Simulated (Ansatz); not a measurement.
The starting structures come from a database of crystals and need not be the phases stable at ambient conditions.

 Where the default PAW files enter, the runs use the earlier of Ansatz's two default sets.

The decay constant κ of evanescent states in the gap governs leakage through a thin film.

Consider the following.

```
CELL_PARAMETERS angstrom
      3.97155     0.00000     0.00000
     -1.98577     3.43946     0.00000
      1.98577     1.14649     3.17917
ATOMIC_POSITIONS crystal
  Cd 0.00000 0.00000 0.00000
  S  0.00000 0.50000 0.50000
```

Space group of this cell: R-3m. The cell is strained (lengths across the current scaled by 1.02, ions clamped); by r2SCAN its mean pressure is -4.8 GPa.

Transport runs along the normal of the first two printed cell vectors, the (111) (indices of the unstrained crystal) plane of the conventional cell.

The gap is the functional's own. No spin-orbit coupling. Mid-gap values are interpolated on the energy grid.

Problem. Predict the band gap and the smallest decay constant κ at mid-gap from Ansatz (an electronic-structure program) with r2SCAN.

Solution. Gap 0.70 eV on a 12×12×12 mesh; κ = 0.123 1/Å, at the zone centre.
